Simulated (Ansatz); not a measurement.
Take WS₂ (space group P6_3/mmc, No. 194; a = 3.154 Å, c = 12.141 Å; layered, stacked along the Cartesian z axis) as the base. Axes: x lies along a and z along c of the hexagonal cell.

The values are results of PBE-D3(BJ), PAW, 420 eV (Ansatz, an electronic-structure program; no spin-orbit coupling), not measurements.

Strains are applied to the cell and any free atomic positions relax; under biaxial strain the out-of-plane vector relaxes too.

One change was made to it. Results:

```tsv
quantity	base	after
width of the top valence band	1.88 eV	1.77 eV
smallest direct gap	1.83 eV	2.20 eV
hole mass	0.88 mₑ along c, 0.55 mₑ across (at Γ)	0.74 mₑ (at Γ)
```

Task: Name the change that was made.
A. biaxial strain −1.80 %, plane normal [001], relaxed out of plane
B. biaxial strain −0.60 %, plane normal [001], relaxed out of plane
C. biaxial strain −2.40 %, plane normal [001], relaxed out of plane

Result: C, biaxial strain −2.40 %, plane normal [001], relaxed out of plane. For comparison, the smallest direct gap in the other runs: biaxial strain −0.60 %, plane normal [001], relaxed out of plane gives 1.92 eV; biaxial strain −1.80 %, plane normal [001], relaxed out of plane gives 2.10 eV.

Spin-orbit coupling, missing from the scalar runs, can matter with W. Masses are band curvatures over ±0.01 Å⁻¹ around the edge. No phonon test of stability was made.
